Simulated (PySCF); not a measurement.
PySCF 2.14.0, R2SCAN/def2-svp, df: W(F)2(Cl)4 ([F][W]([F])([Cl])([Cl])([Cl])[Cl]), 7 atoms. The geometry is a generated start, not checked to be a minimum at this level.

```json
{
 "task": "energy",
 "method": "r2scan",
 "basis": "def2-svp",
 "two_electron_scheme": "density fitting",
 "mol.max_memory": "3000 MB",
 "mf.max_cycle": "100",
 "mf.conv_tol": "1e-09 (default)",
 "mf.grids.level": "3 (default)",
 "effective_core_potentials": "those of the basis set, past Kr",
 "basis_functions": "132",
 "grid_points": "128352"
}
```

```xyz
7

W     -0.0047    -0.0062    -0.0002
F     -0.6217     1.5114    -0.9090
F      1.0801     1.2208     0.9042
Cl     1.6520    -0.1632    -1.5755
Cl    -1.6072     0.3884     1.5784
Cl    -1.3648    -1.2963    -1.1843
Cl     0.8664    -1.6550     1.1864
```

Charge 0 and multiplicity 1 are set for this test and not shown to be the ground state.

With the defaults (mf.DIIS = CDIIS, mf.diis_space = 8, mf.diis = true, mf.damp = 0, mf.diis_start_cycle = 1, mf.init_guess = minao) it converges in 17 Fock builds. One run each on 2 threads, 1 BLAS thread, with these changes:
- mf.DIIS = ADIIS
- mf.damp = 0.7, mf.diis_start_cycle = 8
- mf.diis_space = 12
- mf.diis = false
- mf.init_guess = 1e
- mf.init_guess = huckel
- mf.DIIS = EDIIS
- mf.diis_space = 3
- mf.damp = 0.3, mf.diis_start_cycle = 4

Problem. Name the settings that don't reach the solution of the defaults.

Solution. No convergence: mf.DIIS = EDIIS; mf.diis_space = 3; mf.diis = false (the run ends without SCF convergence in 100 cycles). The rest reach the solution of the defaults.

```tsv
setting	Fock builds	end
mf.diis_space = 12	16	same solution
the defaults	17	same solution
mf.damp = 0.7, mf.diis_start_cycle = 8	17	same solution
mf.init_guess = huckel	22	same solution
mf.init_guess = 1e	22	same solution
mf.damp = 0.3, mf.diis_start_cycle = 4	23	same solution
mf.DIIS = ADIIS	26	same solution
mf.DIIS = EDIIS	101	no convergence
mf.diis_space = 3	101	no convergence
mf.diis = false	101	no convergence
```
